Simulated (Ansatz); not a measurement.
Defect: Ta-vacancy pair (Ta on one host W site, one W site vacant) in bcc W, neutral cell. These are PBE, PAW (plane waves to 420 eV; Ansatz, a first-principles code) values and carry that method's errors.

Settings: 36 host sites, the relaxed PBE lattice, a 2×2×3 k-point mesh shifted by half a step, smearing 0.10 eV, spin-restricted, no image-charge correction. Static, classical nuclei. Spin-orbit coupling is left out. Forms of the defect that were not tried may lie lower.

Barriers: single points on a 3×3×5 k-point mesh shifted by half a step at the bands' geometries (they differ from the bands' own by up to 0.08 eV, and are uncertain by about as much).

The step: the Ta atom itself jumps into the vacancy (Ta-vacancy distance between ideal sites 2.76 Å throughout). Atoms about the jump, Cartesian Å from the middle of the jump, before and after:

```csv
atom,x0,y0,z0,x1,y1,z1
Ta1,-0.74,-0.74,-0.74,0.74,0.74,0.74
W2,-0.78,2.39,-0.78,-0.82,2.39,-0.81
W3,2.39,-0.78,-0.78,2.39,-0.82,-0.81
W4,0.82,-2.39,0.81,0.78,-2.39,0.78
W5,-2.39,0.82,0.81,-2.39,0.78,0.78
W6,0.82,0.82,-2.42,0.78,0.78,-2.38
W7,-0.78,-0.78,2.38,-0.82,-0.82,2.42
W8,-2.39,-2.39,0.80,-2.37,-2.37,0.77
W9,2.37,2.37,-0.77,2.39,2.39,-0.80
W10,0.81,-2.38,-2.39,0.78,-2.38,-2.36
W11,-2.38,0.81,-2.39,-2.38,0.78,-2.36
W12,2.38,-0.78,2.36,2.38,-0.81,2.39
W13,-0.78,2.38,2.36,-0.81,2.38,2.39
```

Give the saddle-point geometry and the barrier.


```csv
atom,x,y,z
Ta1,0.00,0.00,-0.01
W2,-0.84,2.45,-0.84
W3,2.45,-0.84,-0.84
W4,0.83,-2.45,0.82
W5,-2.45,0.83,0.82
W6,0.82,0.82,-2.50
W7,-0.83,-0.82,2.48
W8,-2.34,-2.34,0.78
W9,2.34,2.34,-0.81
W10,0.80,-2.37,-2.35
W11,-2.37,0.80,-2.35
W12,2.37,-0.80,2.33
W13,-0.80,2.37,2.33
```
It lies 1.31 eV above the start and 1.31 eV above the end. The saddle point's order was not checked, and it lies on a symmetry element of the cell, where a band can be held.
